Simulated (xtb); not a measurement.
xtb 6.7.1, GFN1-xTB: Ge(OH)3(OtBu) (CC(C)(C)[O][Ge]([OH])([OH])[OH]), 21 atoms. The geometry is a generated start, not checked to be a minimum at this level.

* **method**: GFN1-xTB
* **--acc**: 1 (default)
* **--etemp (K)**: 300 (default)
* **detailed input (--input)**: none: ANC optimiser, Lindh (1995) Hessian, microcycle=20, maxdispl=1.0, hlow=0.01 (default)
* **basis functions**: 66
* **valence electrons**: 56

```xyz
21

C     -2.1068    -0.2620     0.9034
C     -0.9227     0.0542    -0.0137
C     -0.8494     1.5543    -0.2859
C     -1.0418    -0.7185    -1.3265
O      0.2314    -0.3896     0.6995
Ge     1.9178    -0.2438     0.3719
O      2.2545     0.2815    -1.2397
O      2.6159    -1.7931     0.7013
O      2.7121     0.8484     1.4432
H     -2.1195    -1.3235     1.1375
H     -3.0402     0.0079     0.4168
H     -2.0136     0.2946     1.8326
H     -1.7663     1.8987    -0.7572
H     -0.7030     2.0910     0.6486
H     -0.0090     1.7640    -0.9432
H     -1.1000    -1.7853    -1.1224
H     -0.1627    -0.5261    -1.9376
H     -1.9305    -0.4108    -1.8705
H      3.1217     0.6625    -1.3650
H      2.1559    -2.5553     0.3549
H      2.7561     0.5507     2.3522
```

The structure is relaxed from this start with --opt LEVEL for the levels crude, sloppy, loose, lax, normal, tight, vtight, extreme, once each. Up to the end of the extreme run atoms move by at most 0.46 Å along an axis.

Choose the cheapest level whose final energy lies within 1 meV of that of extreme.

lax: 17 cycles against 42, ending 0.74 meV above.

| level | cycles | energy above the extreme run (meV) | gradient norm (eV/Å) |
|---|---|---|---|
| crude | 3 | 13 | 0.23 |
| sloppy | 4 | 11 | 0.19 |
| loose | 6 | 7.6 | 0.13 |
| lax | 17 | 0.74 | 0.056 |
| normal | 22 | 0.29 | 0.035 |
| tight | 26 | 0.16 | 0.018 |
| vtight | 41 | under 0.01 | 0.0022 |
| extreme | 42 | — | 0.0015 |
